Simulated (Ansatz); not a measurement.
**How the cohesive energy of Ga (model structure, started from the lonsdaleite type, P6/mmm, No. 191, 4 atoms in the cell) moves with the method**

No measured value is used here.

### Question
Put these levels in order of the cohesive energy that they give for Ga (model structure, started from the lonsdaleite type, P6/mmm, No. 191, 4 atoms in the cell), smallest first: LDA (Ansatz, a first-principles code), PBE (Ansatz), PBEsol (Ansatz), r²SCAN (Ansatz).

### Answer
PBE (2.49 eV/atom), r²SCAN (2.67 eV/atom), PBEsol (2.89 eV/atom), LDA (3.27 eV/atom)

Unless a cell is named, each level is at its own relaxed cell (LDA 21.37, PBE 23.68, PBEsol 22.25, r²SCAN 22.40 Å³/atom).

Free atoms are spin-polarised, in the lowest state found; at levels without +SOC their spin–orbit coupling is left out.  Each level is taken at its own relaxed cell. Cutoffs differ between the levels. Ansatz's density-functional and Hartree–Fock values are scalar-relativistic unless marked +SOC, with PAW data made under PBE.

A model structure was made by putting elements into a prototype or built by hand; it is no filed structure, need not be a known phase, and can be a saddle point held by its symmetry.
